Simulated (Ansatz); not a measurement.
The starting structures come from a database of crystals and need not be the phases stable at ambient conditions.

By PBEsol, the system below comes out a metal.

Without scattering a metal conducts by its projected Fermi surface.

Data:

```
CELL_PARAMETERS angstrom
      2.82708     0.00000     0.00000
     -1.41354     2.44832     0.00000
      0.00000     0.00000     9.18599
ATOMIC_POSITIONS crystal
  Al 0.00000 0.00000 0.00000
  Al 0.00000 0.00000 0.50000
  Al 0.33333 0.66667 0.25000
  Al 0.66667 0.33333 0.75000
```

The cell is taken as given; by PBEsol it stands under a pressure of 1.8 GPa.

The current flows along the normal of the first two printed cell vectors, the (001) plane of the conventional cell. No spin-orbit coupling; the value is a mean over 0.1 eV about the Fermi level.

**Question.** Compute, with PBEsol (Ansatz, a program for electronic structure), the ballistic conductance per area.

**Answer.** 1.3 × 10¹⁵ S/m² for both spins.
